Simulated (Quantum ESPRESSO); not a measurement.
## Cost against accuracy: conv_thr for MnHg (Pm-3m, 2 atoms in the cell)

```yaml
crystal:
  lattice:
    - [3.35380, 0.00000, 0.00000]
    - [0.00000, 3.35380, 0.00000]
    - [0.00000, 0.00000, 3.35380]
  atoms:
    - { symbol: Mn, position: [0.50000, 0.50000, 0.50000], spin: 4.0 }
    - { symbol: Hg, position: [0.00000, 0.00000, 0.00000] }
```
(The spins are starting values, not results.)

Computed with PBEsol, GBRV 1.5 ultrasoft (PBESOL) pseudopotentials (plane waves; Quantum ESPRESSO).

Base settings: ecutwfc = 50 Ry; ecutrho = 400 Ry; occupations = smearing; smearing = gaussian; degauss = 0.0073499 Ry; nspin = 2; potentials = {Mn: mn_pbesol_v1.5.uspp.F.UPF, Hg: hg_pbesol_v1.uspp.F.UPF}; K_POINTS = automatic 8 8 8 0 0 0; conv_thr = 1e-10 Ry; mixing_beta = 0.2.

Misses are taken against the tightest run, 7.3e-14 Ry, which need not be fully converged itself. The energy is the free energy per atom.

The count of work is k-points × plane waves × bands × iterations; it is no time, and leaves out set-up, grids and terms that scale otherwise. Core times come from one kind of shared machine and are given to one figure; runs under 30 s give none.

The starting cell comes from a database of computed structures (which also holds hypothetical and non-ambient phases and stackings), without a prior relaxation at this level. Its lattice was rescaled by a random factor within 2.5 % of one. With one magnetic atom in the cell only a parallel order is possible. In the base run, with a pressure of about -7 GPa the cell is away from its equilibrium volume at this level.

The runs (conv_thr): 0.0073 Ry | 0.00073 Ry | 7.3e-05 Ry | 7.3e-06 Ry | 7.3e-07 Ry | 7.3e-08 Ry | 7.3e-10 Ry | 1e-10 Ry | 7.3e-12 Ry | 7.3e-14 Ry.

Task: Which is the coarsest setting among those run that, with all tighter ones, holds the energy within 5 meV/atom of the reference, and what does it save?

Result: 0.00073 Ry, off by 0.48 meV/atom; it needs 0.19 of the reference's count of work and about 0.3 of the reference's time.

| conv_thr | energy less reference (meV/atom) | pressure less reference (GPa) | count of work / reference | core time / reference (rough) |
|---|---|---|---|---|
| 0.0073 Ry | 9.24 | -25.15 | 0.13 | – |
| 0.00073 Ry | 0.48 | -3.74 | 0.19 | 0.3 |
| 7.3e-05 Ry | 0.10 | -4.98 | 0.26 | 0.3 |
| 7.3e-06 Ry | 0.00 | -0.46 | 0.32 | 0.4 |
| 7.3e-07 Ry | 0.00 | -0.46 | 0.32 | 0.4 |
| 7.3e-08 Ry | 0.00 | 0.13 | 0.42 | 0.4 |
| 7.3e-10 Ry | 0.00 | 0.00 | 0.48 | 0.5 |
| 1e-10 Ry | 0.00 | 0.00 | 0.48 | 0.5 |
| 7.3e-12 Ry | 0.00 | 0.00 | 0.58 | 0.7 |
| 7.3e-14 Ry | 0.00 | 0.00 | 1.0 | 1 |
